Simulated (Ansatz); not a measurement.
Si (diamond structure), Σ3 (112) [1-10] symmetric tilt. One Ge atom replaces one Si atom in a bicrystal of 36 atoms (one solute to 37 Å² of one boundary, a high coverage); atoms relaxed, cell held. Energies count from the site farthest from both boundaries, which lies only 4.7 Å away; negative means that the solute is drawn to the site. The cell is neutral, and spin is allowed where the electrons are odd. k-points: Γ-centred 3×6×1 mesh; occupations: Fermi-Dirac, 0.050 eV; spin polarisation not allowed. Scalar-relativistic, no spin-orbit coupling.

Sites tried, by distance from the nearest boundary plane (Å): 0.00, 0.00, 1.20, 2.18.

Does Ge segregate by PBE (Ansatz, a program for electronic structure), and with what energy at each site?

0.00 Å: -0.23 eV; 0.00 Å: 0.05 eV; 1.20 Å: -0.02 eV; 2.18 Å: -0.01 eV. The most favoured site tried binds it by 0.23 eV.
